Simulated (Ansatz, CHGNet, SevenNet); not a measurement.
**NbN (model structure, started from the NbAs type, I4₁md, No. 109, 4 atoms in the cell): properties by level of theory**

```tsv
level (code)	equilibrium lattice constant a (Å)	c axis length (Å)
CHGNet 0.3.0	2.913	10.436
SevenNet-l3i5	2.914	10.429
LDA (Ansatz)	?	10.189
```

Task: What belongs in the gaps?

Result: 
- LDA (Ansatz, a first-principles code), equilibrium lattice constant a (Å): 2.870

Caveats: the cell moved over 20 % in volume from its start (CHGNet 0.3.0, SevenNet-l3i5). Ansatz's density-functional and Hartree–Fock values are scalar-relativistic unless marked +SOC, with PAW data made under PBE.

The crystal itself was run without spin with LDA; a magnetic state was not tried in these runs.

The computed numbers hold no vibrational or temperature effects.

A model structure was made by putting elements into a prototype or built by hand; it is no filed structure, need not be a known phase, and can be a saddle point held by its symmetry.
